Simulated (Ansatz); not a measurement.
We consider Co₃PtC (model structure, started from the Mn3GaN type, Pm-3m, No. 221, 5 atoms in the cell), described by PBEsol (plane waves, PAW; Ansatz, an electronic-structure program).

Numerical settings: plane-wave cutoff 520 eV, 14×14×14 k mesh, Fermi–Dirac smearing 0.05 eV, spin-polarised with parallel moments, scalar-relativistic PAW data made under PBE.

Cell (relaxed at this level):

```cif
data_CCo3Pt
_chemical_formula_sum 'Co3 Pt1 C1'
_space_group_name_H-M_alt 'P 1'
_space_group_IT_number 1
_cell_length_a 3.75302
_cell_length_b 3.75302
_cell_length_c 3.75302
_cell_angle_alpha 90.000
_cell_angle_beta 90.000
_cell_angle_gamma 90.000
loop_
_space_group_symop_operation_xyz
  'x, y, z'
loop_
_atom_site_label
_atom_site_type_symbol
_atom_site_fract_x
_atom_site_fract_y
_atom_site_fract_z
_atom_site_occupancy
Co1 Co 0.50000 0.50000 0.00000 1
Co2 Co 0.00000 0.50000 0.50000 1
Co3 Co 0.50000 0.00000 0.50000 1
Pt1 Pt 0.00000 0.00000 0.00000 1
C1 C 0.50000 0.50000 0.50000 1
```
Starting moments (μB, in the order of the record's atoms Co Co Co Pt C): 3.0 3.0 3.0 0.0 0.0.

What does this level give for the bulk modulus B0?


- bulk modulus B0 = 233 GPa

The run finds no gap.

Note: the magnetic order was assumed, not searched for or taken from measurement; the bulk modulus is −V dP/dV from two relaxed cells at ±2 % in volume; the relaxation could raise the start's symmetry but not lower it, so the cell can be a saddle point.

Spin–orbit coupling is not included; it can open a gap where bands touch, and shift volumes and moduli.

The computed numbers hold no vibrational or temperature effects.

A model structure was made by putting elements into a prototype or built by hand; it is no filed structure, need not be a known phase, and can be a saddle point held by its symmetry.
